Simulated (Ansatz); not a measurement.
**ZrIr: response to strain**

Base system: ZrIr in the CsCl type structure (space group Pm-3m, No. 221; a = 3.269 Å; relaxed with 0.1 eV smearing). Axes: x, y, z lie along the cube axes.

Strains are applied to the cell and any free atomic positions relax; under biaxial strain the out-of-plane vector relaxes too.

Method: Ansatz (a first-principles code), PBEsol, PAW, cutoff 420 eV, spin-orbit coupling left out.

Notes on the quantities. energy relative to the base: free energy F.

```csv
variant,energy relative to the base,shortest interatomic distance,space group
base,0 meV/atom,2.831 Å,Pm-3m (No. 221)
"biaxial strain −1.21 %, plane normal [001], relaxed out of plane",-1.2 meV/atom,2.833 Å,P4/mmm (No. 123)
"biaxial strain +1.89 %, plane normal [111], relaxed out of plane",+10 meV/atom,2.775 Å,R-3m (No. 166)
isotropic strain −4.30 %,+0.216 eV/atom,2.709 Å,Pm-3m (No. 221)
isotropic strain +4.99 %,+0.215 eV/atom,2.972 Å,Pm-3m (No. 221)
uniaxial strain ε_yy = +2.79 %,+7.9 meV/atom,2.858 Å,P4/mmm (No. 123)
uniaxial strain ε_zz = +4.91 %,+24 meV/atom,2.878 Å,P4/mmm (No. 123)
```

No phonon test of stability was made. The final runs are not spin-polarised. An odd electron count without spin: ZrIr. Under biaxial strain −1.21 %, plane normal [001], relaxed out of plane the cell ends below the base's energy or with stress of the wrong sign: the atoms slid into a distortion or the cell is elastically unstable, so the base is not a stable minimum at this level.
